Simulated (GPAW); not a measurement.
Worked example: self-consistent single point of TiSi2 (Cmcm, 6 atoms in the cell) in GPAW.

Level of theory: LDA (Perdew-Wang 92), GPAW PAW datasets LDA (gpaw-data 1.0.1) (plane waves; GPAW 25.7.0).

```yaml
crystal:
  lattice:
    - [1.77570, -6.79984, 0.00000]
    - [1.77570, 6.79984, 0.00000]
    - [0.00000, 0.00000, 3.58656]
  atoms:
    - { symbol: Ti, position: [0.89688, 0.10312, 0.75000] }
    - { symbol: Ti, position: [0.10312, 0.89688, 0.25000] }
    - { symbol: Si, position: [0.55825, 0.44175, 0.75000] }
    - { symbol: Si, position: [0.44175, 0.55825, 0.25000] }
    - { symbol: Si, position: [0.24969, 0.75031, 0.75000] }
    - { symbol: Si, position: [0.75031, 0.24969, 0.25000] }
```

Reference input (self-consistent single point, DFT PBE, plane waves, GPAW PAW datasets PBE (gpaw-data 1.0.1)): mode = pw; ecut = 800 eV; xc = PBE; kpts = 7 7 7; mesh shift (steps) = 0 0 0; occupations.name = methfessel-paxton; occupations.width = 0.2 eV; occupations.order = 0; nbands = -12; convergence.density = 1e-05 e/electron; convergence.energy = 1e-05 eV/electron; symmetry.symmorphic = false. This run's input differs from it in these lines:

```diff
@@ -17,3 +17,3 @@
 calc = GPAW(mode={'name': 'pw', 'ecut': 800},
-            xc='PBE',
+            xc='LDA',
             kpts=(7, 7, 7),
```

Its files differ too (potentials: GPAW PAW datasets LDA (gpaw-data 1.0.1)).

Output, abridged:

```
     iter     time        total  log10-change:
                         energy   eigst   dens
iter:   1 --:--:--   -42.704677
iter:   2 --:--:--   -42.818575   -0.57  -1.25
iter:   3 --:--:--   -42.683569   -1.58  -1.25
iter:   4 --:--:--   -42.898634   -1.41  -1.47
iter:   5 --:--:--   -42.691827   -1.35  -1.69
   [... 2 lines left out ...]
iter:   8 --:--:--   -42.672255   -2.60  -2.15
iter:   9 --:--:--   -42.673331   -4.24  -2.49
iter:  10 --:--:--   -42.669154   -3.06  -2.54
iter:  11 --:--:--   -42.669285   -3.99  -3.29
iter:  12 --:--:--   -42.669204c  -5.37  -3.34
iter:  13 --:--:--   -42.669191c  -6.15  -3.35
iter:  14 --:--:--   -42.669185c  -6.46  -3.38
iter:  15 --:--:--   -42.669170c  -6.00  -3.45
iter:  16 --:--:--   -42.669170c  -6.04  -3.54
iter:  17 --:--:--   -42.669158c  -5.84  -3.85
iter:  18 --:--:--   -42.669157c  -6.75  -4.08
iter:  19 --:--:--   -42.669157c  -6.81  -4.16
iter:  20 --:--:--   -42.669155c  -7.00  -4.48
iter:  21 --:--:--   -42.669156c  -7.57c -4.52
iter:  22 --:--:--   -42.669157c  -7.32  -4.69
iter:  23 --:--:--   -42.669155c  -7.39  -4.72
iter:  24 --:--:--   -42.669156c  -8.79c -4.87
iter:  25 --:--:--   -42.669156c  -8.67c -4.97
iter:  26 --:--:--   -42.669155c  -8.17c -5.09c
Converged after 26 iterations.

Dipole moment: (0.000000, 0.000000, -0.000000) |e|*Ang

Energy contributions relative to reference atoms: (reference = -77782.750851)

Kinetic:        +35.116433
Potential:      -27.664681
External:        +0.000000
XC:             -49.943518
Entropy (-ST):   -0.032298
Local:           -0.161240
SIC:             +0.000000
--------------------------
Free energy:    -42.685305
Extrapolated:   -42.669155

Showing only first 2 kpts
 Kpt  Band  Eigenvalues  Occupancy
  0    18      7.60145    2.00000
  0    19     10.10563    0.00086
  0    20     10.23949    0.00002
  0    21     10.44794    0.00000

  1    18      8.30135    2.00000
  1    19      9.67929    0.75069
  1    20     10.04814    0.00344
  1    21     10.21660    0.00004

Fermi level: 9.63436

No gap
   [... lines left out ...]
  0 Ti    0.00000    0.08193   -0.00000
  1 Ti    0.00000   -0.08193   -0.00000
  2 Si    0.00000   -0.06666    0.00000
  3 Si    0.00000    0.06666    0.00000
  4 Si    0.00000    0.00737   -0.00000
  5 Si    0.00000   -0.00737    0.00000

Stress tensor:
     0.044935     0.000000     0.000000
     0.000000     0.041818    -0.000000
     0.000000    -0.000000     0.045455
Stress (GPa, Voigt): [ 7.1994  6.7     7.2827 -0.      0.      0.    ]
```

The run converged in 26 iterations. GPAW prints stress with tension positive. Against the reference run the pressure goes from -0.11 to -7.06 GPa and the largest force goes from 0.148 to 0.082 eV/Å.

The starting cell comes from a database of computed structures (which also holds hypothetical and non-ambient phases and stackings), without a prior relaxation at this level. Its lattice was rescaled by a random factor within 2.5 % of one. Spin polarisation is off. With a pressure of about -7 GPa the cell is away from its equilibrium volume at this level.

Cost on one core of a shared machine: roughly 4 min.
